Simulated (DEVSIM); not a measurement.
System: Si p+/n-/n+ power diode, at 300 K.

```
layer (left to right)  material  thickness (μm)  Nd (cm⁻³)  Na (cm⁻³)  τn (s)  τp (s)
---------------------  --------  --------------  ---------  ---------  ------  ------
1                            Si            1.90          -     3.4e18  8.2e-7  8.2e-7
2                            Si            40.0     5.8e14          -  8.2e-7  8.2e-7
3                            Si            8.00     2.4e18          -  8.2e-7  8.2e-7
```

Left contact: ohmic. Right contact: ohmic. Voltage is applied to the left contact. Recombination: SRH at mid-gap, radiative. Mobility is μmin + (μ − μmin)/(1 + (N/Nref)^α).

This is a model device: material constants are rounded textbook-type values typed into the input, and sizes, dopings and lifetimes were drawn at random. Values at 300 K.

```csv
parameter,Si
gap (eV),1.124
affinity (eV),4.05
permittivity,11.7
Nc (cm⁻³),2.86e19
Nv (cm⁻³),3.1e19
μn (cm²/Vs),1417
μp (cm²/Vs),470
"μn,min",52
"μp,min",45
"Nref,n",9.7e16
"Nref,p",2.2e17
αn,0.68
αp,0.72
B (cm³/s),4.7e-15
```

Model (solved in DEVSIM): 1D drift-diffusion, Boltzmann statistics, complete ionisation; no tunnelling, impact ionisation, image-force lowering or self-heating.

**Question.** Tabulate band edges, carrier densities and field at 0.9 V on the left contact.

**Answer.** Energies count from the Fermi level of the right contact; mesh points crowd at the junctions.

```
x (μm)   Ec (eV)  Ev (eV)  n (cm⁻³)  p (cm⁻³)  field (V/cm)
-------  -------  -------  --------  --------  ------------
0.000      0.167   -0.957     < 1e2    3.4e18           ≈ 0
0.06692    0.167   -0.957    9.7e14    3.4e18           ≈ 0
0.3293     0.167   -0.957    4.8e15    3.4e18           ≈ 0
1.187      0.167   -0.957    1.7e16    3.4e18           ≈ 0
1.801      0.168   -0.957    2.6e16    3.4e18           ≈ 0
1.893      0.167   -0.958    2.8e16    3.3e18         -4900
1.945      0.105   -1.019    3.1e17    3.1e17           ≈ 0
2.310      0.105   -1.019    3.0e17    3.0e17           ≈ 0
3.544      0.106   -1.018    3.0e17    3.0e17           ≈ 0
8.549      0.107   -1.017    2.9e17    2.9e17           ≈ 0
26.25      0.113   -1.011    2.7e17    2.7e17           ≈ 0
39.42      0.117   -1.007    2.8e17    2.8e17           ≈ 0
41.27      0.117   -1.007    2.8e17    2.8e17           ≈ 0
41.76      0.117   -1.007    2.8e17    2.8e17           ≈ 0
41.90      0.096   -1.028    6.4e17    1.2e17        -40000
41.96      0.061   -1.063    2.4e18    3.2e16           ≈ 0
42.20      0.062   -1.062    2.4e18    3.1e16           ≈ 0
43.16      0.062   -1.062    2.4e18    2.7e16           ≈ 0
47.73      0.063   -1.061    2.4e18    8.8e15           ≈ 0
49.37      0.064   -1.060    2.4e18    2.1e15           ≈ 0
49.78      0.064   -1.060    2.4e18    4.9e14           ≈ 0
49.90      0.064   -1.060    2.4e18     < 1e2           ≈ 0
```
